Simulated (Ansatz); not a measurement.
## Response to strain in MgCu2

Base system: MgCu$_{2}$ in the cubic Laves (MgCu2 type) structure (space group Fd-3m, No. 227; a = 6.934 Å). Axes: x, y, z lie along the cube axes.

Strains are applied to the cell and any free atomic positions relax; under biaxial strain the out-of-plane vector relaxes too.

Level of theory: Kohn–Sham DFT with the PBEsol functional, run in Ansatz (a first-principles code) with PAW and 420 eV plane waves, scalar-relativistic without spin-orbit coupling.

Notes on the quantities. pressure: mean of the normal stresses, compression positive; energy relative to the base: free energy F.

| variant | volume per atom | pressure | energy relative to the base |
|---|---|---|---|
| base | 13.89 Å³ | 0.0 GPa | 0 meV/atom |
| biaxial strain +0.69 %, plane normal [001], relaxed out of plane | 13.98 Å³ | -0.7 GPa | +0.6 meV/atom |
| biaxial strain −4.69 %, plane normal [111], relaxed out of plane | 13.09 Å³ | 8.0 GPa | +46 meV/atom |
| uniaxial strain ε_zz = −5.98 % | 13.06 Å³ | [?] | [?] |
| tensor shear ε_yz = −3.47 % | 13.88 Å³ | 0.5 GPa | +12 meV/atom |

### Question
What belongs in the blanks?

### Answer

- uniaxial strain ε_zz = −5.98 %, pressure: 7.7 GPa
- uniaxial strain ε_zz = −5.98 %, energy relative to the base: +27 meV/atom

Without a gap, meshes like the base's 12×12×12 leave anisotropic stresses uncertain by several tenths of a GPa, and small strain energies with them. No phonon test of stability was made. The final runs are not spin-polarised.
